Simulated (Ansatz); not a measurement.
The starting structures come from a database of crystals and need not be the phases stable at ambient conditions.

 Where the default PAW files enter, the runs use the earlier of Ansatz's two default sets.

Tunnelling through a barrier is set by its complex band structure: the current falls as exp(−2κd) with the smallest κ.

Here is the system:

```
CELL_PARAMETERS angstrom
      4.11412     0.00000     0.00000
      0.00000     4.52716     0.00000
      0.00000     0.00000     5.08125
ATOMIC_POSITIONS crystal
  Si 0.50000 0.75000 0.34769
  Si 0.50000 0.25000 0.65231
  Si 0.00000 0.25000 0.15231
  Si 0.00000 0.75000 0.84769
  O  0.73090 0.57997 0.61758
  O  0.26910 0.42003 0.38242
  O  0.76910 0.07997 0.88242
  O  0.23090 0.92003 0.11758
  O  0.23090 0.42003 0.88242
  O  0.76910 0.57997 0.11758
  O  0.26910 0.92003 0.61758
  O  0.73090 0.07997 0.38242
```

Space group of this cell: Pbcn. The cell is taken as given; by r2SCAN its mean pressure is -9.8 GPa.

Transport runs along the normal of the first two printed cell vectors.

No gap correction and no spin-orbit coupling; mid-gap values are interpolated between computed energies.

Question: Predict the band gap and the smallest decay constant κ at mid-gap from r2SCAN (Ansatz, an electronic-structure program).

Answer: Gap 6.20 eV on a 8×8×6 mesh; κ = 0.398 1/Å, at the zone centre.
